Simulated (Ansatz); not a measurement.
ScOF (model structure, Pca2₁, No. 29, 12 atoms in the cell)

Level of theory: r²SCAN+rVV10 in Ansatz (plane waves, PAW).

Numerical settings: plane-wave cutoff 560 eV, 6×8×8 k mesh (along the axes of the cell as run), Fermi–Dirac smearing 0.01 eV, scalar-relativistic PAW data made under PBE.

Cell (relaxed at this level):

```xyz
12
Lattice="5.1785 0.0000 0.0000 0.0000 5.0205 0.0000 0.0000 0.0000 5.1211" Properties=species:S:1:pos:R:3 pbc="T T T"
Sc     0.1291     1.5259     1.2404
Sc     5.0493     3.4947     3.8009
Sc     2.7184     3.4947     1.2404
Sc     2.4601     1.5259     3.8009
F      1.9070     0.3196     0.6446
F      3.2714     4.7009     3.2051
F      4.4963     4.7009     0.6446
F      0.6822     0.3196     3.2051
O      1.2654     2.6969    -0.0619
O      3.9130     2.3236     2.4987
O      3.8547     2.3236    -0.0619
O      1.3238     2.6969     2.4987
```

| Quantity | Result |
|---|---|
| band gap | 5.00 eV (on the SCF k mesh) |
| direct gap at Γ | 5.44 eV |

Note: the relaxation could raise the start's symmetry but not lower it, so the cell can be a saddle point.

Computed values are for the static lattice.

A model structure was made by putting elements into a prototype or built by hand; it is no filed structure, need not be a known phase, and can be a saddle point held by its symmetry.

Ansatz is a quantum-chemistry and plane-wave program.
